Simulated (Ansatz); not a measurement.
Consider the following.

```xyz
3
Lattice="3.1079 0.0000 0.0000 -1.5539 2.6915 0.0000 0.0000 0.0000 3.4536" Properties=species:S:1:pos:R:3 pbc="T T T"
Zr     0.0000     0.0000     0.0000
B      1.5539     0.8972     1.7268
B      0.0000     1.7943     1.7268
```

No spin polarisation.

Level of theory: PBEsol (Ansatz, a first-principles code, PAW, spin-orbit coupling left out). Settings: 21×21×17 k-points, 0.1 eV Fermi–Dirac smearing.

Q: Predict the pressure (mean of the normal stresses, compression positive).

A: 12.4 GPa.

Q: What band gap does the calculation give?

A: Zero.

Q: What space group does the calculation give?

A: P6/mmm (No. 191).

The cells carry an imposed strain or load. No phonon test of stability was made. The final runs are not spin-polarised. The cell was made from ZrB2 (space group P6/mmm, No. 191) by this change: isotropic strain −1.50 %.
